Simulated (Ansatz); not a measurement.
# Pt on the (0001) surface of wurtzite GaN (2x2 with 3 H on 4 top atoms; a constructed slab, bottom: 3 H on 4 bottom sites), one in a cell of 36 Å², started at the site 'top H #2'

Host crystal: wurtzite GaN, with a band gap (PBE, scalar-relativistic without spin-orbit coupling).

The numbers are results of PBE (plane waves to 420 eV, PAW; Ansatz, a program for electronic structure), not measurements.

Slab: 47 atoms, 13.8 Å thick at the start with caps and adatoms under the adsorbate (thin: gaps and levels are the slab's own); k 4x4x1, smearing 0.01 eV, dipole-corrected; 23 atoms held, the rest relaxed; no symmetry held; spin-polarised, no spin-orbit, no U, no dispersion correction. The starting moment vanished. At the end it is bonded to 3 Ga + H. In PBE it is, or lies within 0.03 eV of, the lowest of the starts that converged.

```json
{
  "energy of the end state, in which the adsorbate took H from the surface, giving HPt, against an atom of fcc Pt": "0.26 eV",
  "gap of the slab on its k-mesh": "1.88 eV",
  "highest filled level below the top vacuum level": "6.25 eV",
  "change of the step from the bottom to the top vacuum level, against the clean slab": "-0.54 eV",
  "energy released by relaxation": "3.94 eV",
  "height of the binding atom over the mean of the host atoms within 0.3 Å of the top one": "0.216 Å",
  "magnetic moment of the cell": "0.00 μB",
  "largest move of a host atom": "1.88 Å",
  "caution": "the host itself rearranges in this cell, so the energy holds part of a reconstruction",
  "note": "in the relaxation the adsorbate left its starting site by 1.8 Å"
}
```

A negative adsorption energy means that the adsorbate is more stable on the surface than in its reference.
